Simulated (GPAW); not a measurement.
Input and output of a self-consistent single point for GaSn3 (I4/mmm, 4 atoms in the cell) (GPAW).

Level of theory: LDA (Perdew-Wang 92), GPAW PAW datasets LDA (gpaw-data 1.0.1) (plane waves; GPAW).

```
GaSn3
1.0
   -2.27241     2.27241     4.91073
    2.27241    -2.27241     4.91073
    2.27241     2.27241    -4.91073
Ga Sn
1 3
Cartesian
  0.00000   0.00000   0.00000
  0.00000   2.27241   2.45537
  2.27241   0.00000   2.45537
  0.00000   0.00000   4.91073
```

Reference input (self-consistent single point, DFT LDA (Perdew-Wang 92), plane waves, GPAW PAW datasets LDA (gpaw-data 1.0.1)): mode = pw; ecut = 600 eV; xc = LDA; kpts = 5 5 5; mesh shift (steps) = 0 0 0; occupations.name = methfessel-paxton; occupations.width = 0.272 eV; occupations.order = 1; nbands = -12; symmetry.symmorphic = false; symmetry.tolerance = 0.0005; maxiter = 100. This run's input differs from it in these lines:

```diff
@@ -17,3 +17,3 @@
             kpts=(5, 5, 5),
-            occupations={'name': 'methfessel-paxton', 'width': 0.272, 'order': 1},
+            occupations={'name': 'methfessel-paxton', 'width': 0.3, 'order': 0},
             nbands=-12,
```

Output, abridged:

```
     iter     time        total  log10-change:
                         energy   eigst   dens
iter:   1 --:--:--   -17.557983
iter:   2 --:--:--   -17.576124   -1.47  -1.71
iter:   3 --:--:--   -17.522893   -2.25  -1.73
iter:   4 --:--:--   -17.532571   -3.08  -2.18
iter:   5 --:--:--   -17.521127c  -4.07  -2.58
iter:   6 --:--:--   -17.521504c  -5.43  -2.97
iter:   7 --:--:--   -17.519921c  -4.86  -3.02
iter:   8 --:--:--   -17.519506c  -4.73  -3.29
iter:   9 --:--:--   -17.519493c  -6.17  -3.55
   [... 3 lines left out ...]
iter:  13 --:--:--   -17.519559c  -6.38  -3.77
iter:  14 --:--:--   -17.519529c  -5.81  -3.73
iter:  15 --:--:--   -17.519533c  -6.99  -3.80
iter:  16 --:--:--   -17.519509c  -6.87  -3.78
iter:  17 --:--:--   -17.519514c  -7.93c -3.87
iter:  18 --:--:--   -17.519509c  -6.53  -3.85
iter:  19 --:--:--   -17.519511c  -7.04  -4.05c
iter:  20 --:--:--   -17.519509c  -7.64c -4.19c
Converged after 20 iterations.

Dipole moment: (-0.000000, 0.000000, -0.000007) |e|*Ang

Energy contributions relative to reference atoms: (reference = -556404.816536)

Kinetic:        +14.402537
Potential:      -13.557216
External:        +0.000000
XC:             -18.324846
Entropy (-ST):   -0.077944
Local:           -0.001012
SIC:             +0.000000
--------------------------
Free energy:    -17.558481
Extrapolated:   -17.519509

Showing only first 2 kpts
 Kpt  Band  Eigenvalues  Occupancy
  0    20      4.92874    2.00000
  0    21      4.92874    2.00000
  0    22      5.57626    2.00000
  0    23      5.57626    2.00000

  1    20      3.68467    2.00000
  1    21      3.80075    2.00000
  1    22      6.21881    1.88236
  1    23      7.77715    0.00000

Fermi level: 6.55074

No gap
No difference between direct/indirect transitions
Energy (eV): -17.519509

Forces in eV/Ang:
  0 Ga    0.00000    0.00000   -0.00000
  1 Sn    0.00000   -0.00000    0.00000
  2 Sn    0.00000   -0.00000    0.00000
  3 Sn    0.00000    0.00000   -0.00000

Stress tensor:
     0.017418     0.000000    -0.000000
     0.000000     0.017418    -0.000000
    -0.000000    -0.000000     0.020624
Stress (GPa, Voigt): [ 2.7906  2.7906  3.3043 -0.     -0.      0.    ]
```

The run converged in 20 iterations. GPAW prints stress with tension positive. Against the reference run the free energy falls by 9.5 meV/atom and the pressure hardly changes (-3.02 to -2.96 GPa).

The starting cell comes from a database of computed structures (which also holds hypothetical and non-ambient phases and stackings), without a prior relaxation at this level.

Cost on one core of a shared machine: roughly 50 s.
